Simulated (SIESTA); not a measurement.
Relaxation of the atoms of Zn3Ga2Te6 (C2, 11 atoms in the cell) at several settings

```yaml
crystal:
  lattice:
    - [6.88509, -3.03190, 0.00000]
    - [6.88509, 3.03190, 0.00000]
    - [-2.86982, 0.00000, 8.17547]
  atoms:
    - { symbol: Zn, position: [0.66964, 0.00770, 0.67452] }
    - { symbol: Zn, position: [0.99230, 0.33036, 0.32548] }
    - { symbol: Zn, position: [0.36365, 0.63635, 0.50000] }
    - { symbol: Ga, position: [0.65508, 0.01292, 0.16284] }
    - { symbol: Ga, position: [0.98708, 0.34492, 0.83716] }
    - { symbol: Te, position: [0.94161, 0.74529, 0.92519] }
    - { symbol: Te, position: [0.25471, 0.05839, 0.07481] }
    - { symbol: Te, position: [0.56809, 0.43421, 0.76986] }
    - { symbol: Te, position: [0.56579, 0.43191, 0.23014] }
    - { symbol: Te, position: [0.25102, 0.08230, 0.58367] }
    - { symbol: Te, position: [0.91770, 0.74898, 0.41633] }
```

Base: LDA PW92, numerical atomic orbitals TZP, PseudoDojo LDA standard norm-conserving potentials (rewritten from UPF to PSML) in SIESTA. Its settings: XC.functional = LDA; XC.authors = PW92; potentials = PseudoDojo LDA standard; PAO.BasisSize = TZP; PAO.EnergyShift = 0.01 Ry; MeshCutoff = 400 Ry; kgrid.MonkhorstPack = 5 5 3; OccupationFunction = FD; ElectronicTemperature = 10 K; MaxSCFIterations = 150; SCF.Mixer.Method = Pulay; SCF.Mixer.Weight = 0.25; SCF.Mixer.History = 6; SCF.DM.Tolerance = 1.0E-05. Starting volume 31.03 Å³ per atom.

Each line gives the change from the base single point and the result:

- MD.TypeOfRun: default → CG; MD.Steps: default → 40; MD.MaxForceTol: default → 0.02 eV/Ang: pressure -4.65 GPa; largest force (vector length) 0.017 eV/Å; relaxation steps 8; free energy against the base single point -3.6 meV/atom.
- atoms moved at random; MD.TypeOfRun: default → CG; MD.Steps: default → 40; MD.MaxForceTol: default → 0.03 eV/Ang: pressure -4.66 GPa; largest force (vector length) 0.033 eV/Å; relaxation steps 12; free energy against the base single point -3.6 meV/atom.
- atoms moved at random; SCF.DM.Tolerance: 1.0E-05 → default; SCF.DM.Converge: default → false; SCF.H.Converge: default → false; SCF.FreeE.Converge: default → true; SCF.FreeE.Tolerance: default → 1.0E-03 eV; MD.TypeOfRun: default → CG; MD.Steps: default → 40; MD.MaxForceTol: default → 0.03 eV/Ang: pressure -4.67 GPa; largest force (vector length) 0.034 eV/Å; relaxation steps 12; free energy against the base single point -3.5 meV/atom.

The starting cell comes from a database of computed structures (which also holds hypothetical and non-ambient phases and stackings), without a prior relaxation at this level. Values carry the incompleteness of an atom-centred basis.
